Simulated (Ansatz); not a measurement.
The structure below was relaxed with Kohn–Sham DFT with the PBEsol functional, run in Ansatz (a quantum-chemistry and plane-wave program) with PAW and 420 eV plane waves, no SOC, at pressure 0.3 GPa.

```
CELL_PARAMETERS angstrom
      3.67994     0.00000     0.00000
      0.00000     3.67994     0.00000
      0.00000     0.00000     8.24948
ATOMIC_POSITIONS crystal
  Zr 0.00000 0.50000 0.73678
  Zr 0.50000 0.00000 0.26322
  Ge 0.00000 0.00000 0.00000
  Ge 0.50000 0.50000 0.00000
  Se 0.50000 0.00000 0.61996
  Se 0.00000 0.50000 0.38004
```

Task: Find the space group and the Wyckoff positions.

Result: Space group P4/nmm, origin choice 1 (No. 129); a = 3.680 Å, b = 3.680 Å, c = 8.249 Å, α = 90.00°, β = 90.00°, γ = 90.00°

```csv
atom,site,symmetry,x,y,z
Zr,2c,4mm,0.5000,0.0000,0.2632
Ge,2a,-4m2,0.0000,0.0000,0.0000
Se,2c,4mm,0.0000,0.5000,0.3800
```

Task: Describe the coordination.

Result: The crystal has 6 atoms in its conventional cell. Lattice parameters: a = b = 3.680 Å, c = 8.249 Å, α = β = γ = 90.00°. Zr is coordinated by 4 Se at 2.775 Å and 1 Se at 2.943 Å and 4 Ge at 2.846 Å. Ge sees 4 Ge at 2.602 Å and 4 Zr at 2.846 Å. Se is coordinated by 4 Zr at 2.775 Å and 1 Zr at 2.943 Å. (Neighbours: up to the widest gap in distance over summed covalent radii, below 1.35, at either atom; cation-cation and far metal-metal contacts left out.)

Load acts through the strain it causes; cell and atoms are relaxed under it. No phonon test of stability was made. All final runs are without spin polarisation. The cell was made from ZrGeSe (space group P4/nmm, No. 129) by this change: pressure 0.3 GPa.
